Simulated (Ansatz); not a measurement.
The reference is C in the diamond structure (space group Fd-3m, No. 227; a = 3.554 Å). Axes: x, y, z lie along the cube axes.

Level of theory: DFT with PBEsol, PAW potentials and a 420 eV plane-wave cutoff in Ansatz (a quantum-chemistry and plane-wave program), spin-orbit coupling left out.

One thing is altered: every lattice vector is stretched by 1.50 %, atoms relaxed at fixed cell.

Predict the stress tensor and what it implies for the stiffness.

Stress of the strained cell less that of the base (GPa, compression positive):
```
 -18.50    0.00    0.00
   0.00  -18.50    0.00
   0.00    0.00  -18.50
```

Then B = −ΔP/(ΔV/V₀) with ΔV/V₀ = 0.0457 gives secant stiffness values (nonlinear terms included at this strain): B ≈ 405 GPa.

As a check, the harmonic strain energy −½ V₀ Δσ:ε is 15 meV/atom; the computed energy rise is 15 meV/atom.

Stability against distortions was not tested.
